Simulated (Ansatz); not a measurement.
BP (F-43m), HSE06, rigid bands run with Ansatz (a program for electronic structure): N_c = 3.80e19 cm⁻³ at 300 K and an electron conductivity mass of 0.315 mₑ.

For 1e16 electrons per cm³ at 300 K, place the Fermi level, estimate the Seebeck coefficient of a parabolic band with constant τ, and give mobility and conductivity for τ = 5 fs.

The level lies k_BT ln(N_c/n) = 0.213 eV below the conduction-band minimum. S ≈ −(k_B/e)[ln(N_c/n) + 5/2] = -926 μV/K, against -925 μV/K from the full bands (mean over directions). μ = eτ/m = 27.9 cm²/(V·s) and σ = neμ = 0.0447 S/cm. τ is assumed, not computed.

Band transport and this doping are assumed; polarons and phonon drag are left out. Spin-orbit coupling is left out. Geometry: cell and atoms relaxed with PBEsol.
